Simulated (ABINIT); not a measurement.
ABINIT run on Nb (Im-3m, 1 atom in the cell): self-consistent single point.

Computed with PBE, norm-conserving pseudopotentials (PseudoDojo nc-sr-05 PBE standard) (plane waves; ABINIT).

The change in words: lattice scaled by 0.98. Reference geometry:
```
Nb
1.0
   -1.65649     1.65649     1.65649
    1.65649    -1.65649     1.65649
    1.65649     1.65649    -1.65649
Nb
1
Direct
  0.00000   0.00000   0.00000
```

Reference input (self-consistent single point, DFT, PBE, plane waves, norm-conserving pseudopotentials (PseudoDojo nc-sr-05 PBE standard)): pseudos = [Nb.upf]; ecut = 41 Ha; occopt = 3; tsmear = 0.00183747 Ha; ngkpt = 9 9 9; nshiftk = 1; shiftk = 0 0 0; potentials = PseudoDojo nc-sr-05 PBE standard; nband = 12; kptopt = 1; nstep = 50; tolvrs = 1e-11. This run's input differs from it in these lines:

```diff
@@ -5,5 +5,5 @@
 rprim
-        -3.1303180974    3.1303180974    3.1303180974
-         3.1303180974   -3.1303180974    3.1303180974
-         3.1303180974    3.1303180974   -3.1303180974
+        -3.0677114709    3.0677114709    3.0677114709
+         3.0677114709   -3.0677114709    3.0677114709
+         3.0677114709    3.0677114709   -3.0677114709
 natom 1
```

Log, with long lists cut:

```
--- !BeginCycle
solver: {iscf: 7, nstep: 50, nline: 4, wfoptalg: 0, }
tolerances: {tolvrs: 1.00E-11, }
...

     iter   Etot(hartree)      deltaE(h)  residm     vres2
 ETOT  1  -62.252792422109    -6.225E+01 1.418E-01 7.298E+01
 ETOT  2  -62.283675269355    -3.088E-02 1.099E-02 9.554E+00
 ETOT  3  -62.285389428314    -1.714E-03 1.156E-03 2.382E-03
 ETOT  4  -62.285390185161    -7.568E-07 4.307E-04 4.203E-05
 ETOT  5  -62.285390191615    -6.455E-09 6.688E-04 4.084E-07
 ETOT  6  -62.285390191677    -6.122E-11 1.886E-04 3.130E-10
 ETOT  7  -62.285390191674     2.309E-12 8.347E-04 1.064E-12
 At SCF step    7       vres2   =  1.06E-12 < tolvrs=  1.00E-11 =>converged.

 Cartesian components of stress tensor (hartree/bohr^3)
  sigma(1 1)= -3.68235147E-04  sigma(3 2)=  0.00000000E+00
  sigma(2 2)= -3.68235147E-04  sigma(3 1)=  0.00000000E+00
  sigma(3 3)= -3.68235147E-04  sigma(2 1)=  0.00000000E+00

 ----iterations are completed or convergence reached----

 reduced coordinates (array xred) for    1 atoms
       0.000000000000      0.000000000000      0.000000000000
 cartesian forces (eV/Angstrom) at end:
    1     -0.00000000000000    -0.00000000000000    -0.00000000000000
 frms,max,avg= 0.0000000E+00 0.0000000E+00   0.000E+00  0.000E+00  0.000E+00 e/A
 length scales=  1.000000000000  1.000000000000  1.000000000000 bohr
              =  0.529177208590  0.529177208590  0.529177208590 angstroms
   [... lines left out ...]
 Fermi (or HOMO) energy (hartree) =   0.56592   Average Vxc (hartree)=  -0.48322
   [... lines left out ...]
total_energy        : -6.22853901916744E+01
total_energy_eV     : -1.69487166137553E+03
band_energy         : -3.61594900304771E+00
...

-Cartesian components of stress tensor (GPa)         [Pressure=  1.0834E+01 GPa]
- sigma(1 1)= -1.08338502E+01  sigma(3 2)=  0.00000000E+00
- sigma(2 2)= -1.08338502E+01  sigma(3 1)=  0.00000000E+00
- sigma(3 3)= -1.08338502E+01  sigma(2 1)=  0.00000000E+00

 Calculation completed.
```

The run converged in 7 iterations. Against the reference run the free energy goes up by 32.6 meV/atom and the pressure goes from -0.61 to 10.83 GPa.

The starting cell comes from a database of computed structures (which also holds hypothetical and non-ambient phases and stackings), without a prior relaxation at this level. Its lattice was rescaled by a random factor within 2.5 % of one. For this run, on top of that: lattice scaled by 0.98. Spin polarisation is off. With a pressure of about 11 GPa the cell is away from its equilibrium volume at this level.
